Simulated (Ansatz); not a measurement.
Data:

```yaml
crystal:
  lattice:
    - [0.00000, 3.27413, 3.17300]
    - [3.27413, 0.00000, 3.17300]
    - [3.27413, 3.27413, 0.00000]
  atoms:
    - { symbol: Cd, position: [0.00000, 0.00000, 0.00000] }
    - { symbol: Te, position: [0.25000, 0.25000, 0.25000] }
```

Computed with r2SCAN with spin-orbit coupling, rigid bands (plane waves, PAW; Ansatz, an electronic-structure program). Condition of this run: uniaxial stress along [001] of 0.5 GPa (compression positive) (the target of the relaxation). How the cell was made: cell and atoms relaxed with PBEsol, then loaded as said.

Task: What conductivity effective mass do dilute electrons have at 300 K?

Result: 0.099 mₑ.

Task: Predict the hole conductivity mass (n e² τ/σ) at 300 K, by direction if it differs.

Result: 0.56 (x), 0.56 (y), 0.38 (z) mₑ.

Task: And the band gap?

Result: 0.98 eV at this level; semilocal functionals usually fall short of the measured gap.

Rigid bands, one relaxation time for all states, no polarons. Geometry: cell and atoms relaxed with PBEsol.
